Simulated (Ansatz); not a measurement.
A zone-centre phonon calculation of NbZn₃ (Pm-3m, 4 atoms in the cell) with Ansatz (a quantum-chemistry and plane-wave program).

Level of theory: LDA (PW92), default PAW files made with PBE (plane waves; Ansatz).

```xyz
4
Lattice="3.8982 0.0000 0.0000 0.0000 3.8982 0.0000 0.0000 0.0000 3.8982" Properties=species:S:1:pos:R:3 pbc="T T T"
Nb     0.0000     0.0000     0.0000
Zn     1.9491     0.0000     1.9491
Zn     0.0000     1.9491     1.9491
Zn     1.9491     1.9491     0.0000
```

Reference input (self-consistent single point, DFT, LDA (PW92), plane waves, default PAW files made with PBE): basis.ecutwfc = 420 eV; kpoints.mp_grid.grid = 9 9 9; hamiltonian.xc = lda; hamiltonian.pseudopotentials = {kind: paw} (the program's default PAW files); scf.occupations.method = gaussian; scf.occupations.width = 0.1 eV. This run's input differs from it in these lines:

Ansatz 0.2 input:
```diff
@@ -11,3 +11,3 @@
 basis:
-  ecutwfc: 420.0
+  ecutwfc: 295.0
 kpoints:
@@ -19,6 +19,4 @@
   occupations: { method: gaussian, width: 0.1 }
-output:
-  forces: true
-  eigenvalues: true
-  stress: true
+phonons:
+  method: dfpt
```

Log, with long lists cut:

```
SCF iter   1: F=—  HF=-14181.638474 eV  |F-HF|=—  |Δ(HF+E_count)|=         —  Δρ=1.10e-2  dr2=8.92e-2  ethr=1.77e-3  ⟨swp⟩=5.1  Hψ=15888  notcnv=0
all-band conjugate gradients solve this SCF's bands
preconditioner: auto → Kerker (q_TF=auto, 2.643 Å⁻¹)
SCF iter   2: F=—  HF=-14181.584956 eV  |F-HF|=—  |Δ(HF+E_count)|=   5.35e-2  Δρ=9.75e-3  dr2=5.91e-2  ethr=1.82e-4  ⟨swp⟩=2.0  Hψ=7844  notcnv=0  defer=136
   [... lines left out ...]
SCF iter   8: F=—  HF=-14181.573550 eV  |F-HF|=—  |Δ(HF+E_count)|=   7.60e-7  Δρ=4.48e-6  dr2=1.37e-8  ethr=8.77e-10  ⟨swp⟩=2.0  Hψ=5427  notcnv=0  defer=136
SCF iter   9: F=—  HF=-14181.573550 eV  |F-HF|=—  |Δ(HF+E_count)|=   2.23e-9  Δρ=6.21e-7  dr2=2.23e-10  ethr=2.80e-11  ⟨swp⟩=2.1  Hψ=6007  notcnv=0  defer=136
SCF iter  10: F=—  HF=-14181.573550 eV  |F-HF|=—  |Δ(HF+E_count)|=  2.55e-11  Δρ=1.63e-7  dr2=1.49e-11  ethr=1.00e-12  ⟨swp⟩=2.2  Hψ=6152  notcnv=0  defer=136
SCF iter  11: F=-14181.573550 eV  HF=-14181.573550 eV  |F-HF|=3.64e-12  |Δ(HF+E_count)|=    0.00e0  Δρ=2.73e-8  dr2=4.73e-13  ethr=1.00e-12  ⟨swp⟩=8.0  Hψ=15030  notcnv=0
SCF 1 converged in 11 iterations: F = -14181.573550 eV  dr2 = 4.73e-13
DFPT response loops at Γ: preconditioner auto → Kerker (q_TF=auto, 2.643 Å⁻¹) (partly filled bands, converged f_vac=0.000) …
Free energy (F): -14181.573550 eV
Internal energy: -14181.567468 eV  (E = F + TS)
E sigma→0 (E₀):  -14181.570509 eV
Entropy (-TS):   -0.006083 eV (-1.521 meV/atom)
Fermi energy:    13.295954 eV
--- Phonons (Γ-DFPT): 3 representative perturbations + reference, on 125 of 729 k-points (Σ response iterations 12) ---
  k mesh reduced under 8 symmetry operations, with k and −k counted as one. Each operation leaves every solved displacement unchanged or reverses it
  ASR residual: 6.906e-5 → 0.000e0 eV/Å²; symmetrization residual: 7.241e-6 eV/Å²
  ASR residual per site (eV/Å²): 6.91e-5 2.32e-5 2.32e-5 2.32e-5
  Γ frequencies (cm⁻¹): 0.00 0.00 0.00 149.04 149.04 149.04 158.61 158.61 158.61 241.73 241.73 241.73
  non-analytic LO–TO correction: not included (Born effective charges unavailable; polar crystals: no LO–TO splitting at Γ)
```

The run converged in 11 iterations. 

Summary of the result:
Free energy E − TS (on the zero of these files): -14181.5736 eV
Fermi level (on the code's own zero): 13.30 eV
Zone-centre frequencies (cm⁻¹; negative means imaginary): 0, 0, 0, 149, 149, 149, 159, 159, 159, 242, 242, 242

The starting cell comes from a database of computed structures (which also holds hypothetical and non-ambient phases and stackings), without a prior relaxation at this level. Its lattice was rescaled by up to half a per cent. Spin polarisation is off. The cutoff lies below the one recommended for these files.

Cost on one core of a shared machine: roughly 30 s.
